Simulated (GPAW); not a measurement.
Band structure of BaMg6W (P4/mmm, 8 atoms in the cell).

```xyz
8
Lattice="6.6629 0.0000 0.0000 0.0000 6.6629 0.0000 0.0000 0.0000 4.3524" Properties=species:S:1:pos:R:3 pbc="T T T"
Ba     0.0000     0.0000     2.1762
Mg     0.0000     3.3315     2.1762
Mg     3.3315     0.0000     2.1762
Mg     4.7399     1.9230     0.0000
Mg     1.9230     4.7399     0.0000
Mg     4.7399     4.7399     0.0000
Mg     1.9230     1.9230     0.0000
W      3.3315     3.3315     2.1762
```

Method: LDA (Perdew-Wang 92), GPAW PAW datasets LDA (gpaw-data 1.0.1) (plane waves; GPAW).

Settings: mode = pw; ecut = 800 eV; xc = LDA; kpts = 3 3 5; mesh shift (steps) = 0 0 0; occupations.name = fermi-dirac; occupations.width = 0.1 eV; nbands = -12; symmetry.symmorphic = false; symmetry.tolerance = 0.0005; maxiter = 120; bandpath_npoints = 40.

The starting cell comes from a database of computed structures (which also holds hypothetical and non-ambient phases and stackings), without a prior relaxation at this level. Its lattice was rescaled by a random factor within 2.5 % of one. Spin-orbit coupling is off. Spin polarisation is off.

Levels in eV from the Fermi level, bands 38 to 45:
```tsv
point	38	39	40	41	42	43	44	45
Γ	-1.35	-0.78	-0.26	-0.26	0.66	0.96	0.96	1.23
X	-1.34	-1.10	-0.36	-0.23	0.32	0.52	1.13	1.16
M	-0.95	-0.42	-0.42	-0.16	0.16	1.64	2.02	2.21
Z	-1.29	-0.74	-0.30	-0.30	-0.25	-0.25	-0.16	0.17
R	-1.01	-1.00	-0.92	-0.68	-0.54	0.10	0.40	0.56
A	-1.98	-1.44	-0.61	-0.42	-0.20	-0.20	0.57	1.04
```

Bands cross the Fermi level along this path, so the cell is metallic at this level.
